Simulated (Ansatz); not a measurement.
An Ansatz (a first-principles code) input (Ansatz, PBEsol, PAW, cutoff 420 eV, spin-orbit coupling left out):

Ansatz 0.2 input:
```yaml
crystal:
  lattice:
    - [4.9920050856, 0, 0]
    - [0, 2.9282258775, 0]
    - [-1.8643744789, 0, 7.3281054589]
  atoms:
    - { symbol: Ti, position: [0.1633003976, 0.25, 0.658488207] }
    - { symbol: Ti, position: [0.8366996024, 0.75, 0.341511793] }
    - { symbol: Ti, position: [0.2371152277, 0.25, 0.0182489369] }
    - { symbol: Ti, position: [0.7628847723, 0.75, 0.9817510631] }
    - { symbol: O, position: [0.0569178789, 0.75, 0.8294015938] }
    - { symbol: O, position: [0.9430821211, 0.25, 0.1705984062] }
    - { symbol: O, position: [0.2174589489, 0.75, 0.5052565168] }
    - { symbol: O, position: [0.7825410511, 0.25, 0.4947434832] }
    - { symbol: O, position: [0.5159602506, 0.25, 0.8448132085] }
    - { symbol: O, position: [0.4840397494, 0.75, 0.1551867915] }
basis: { ecutwfc: 420, ecutrho_ratio: 4, xc_grid: 2, fft_grid_basis: typed }
kpoints: { mp_grid: { grid: [10, 16, 7] } }
hamiltonian:
  xc: pbesol
  dispersion: none
  pseudopotentials: { kind: paw }
scf: { occupations: { method: fermi_dirac, width: 0.05 }, convergence: { dr2_threshold: 0.000000001 } }
output: { forces: true, stress: true }
```

Task: Which symmetry and how many k-points will the program report, and about how many plane waves at Γ?

Result: Space group P21/m (ITA 11) with 4 operations, k-points 324 of 1120, and 2101 plane waves at Γ.

No phonon test of stability was made. No Hubbard U is applied, and correlation can decide whether such a compound is a metal. All final runs are without spin polarisation. The cell is Ti$_{2}$O$_{3}$ (space group P2_1/m, No. 11; a cell from a computed database, its experimental status unchecked).
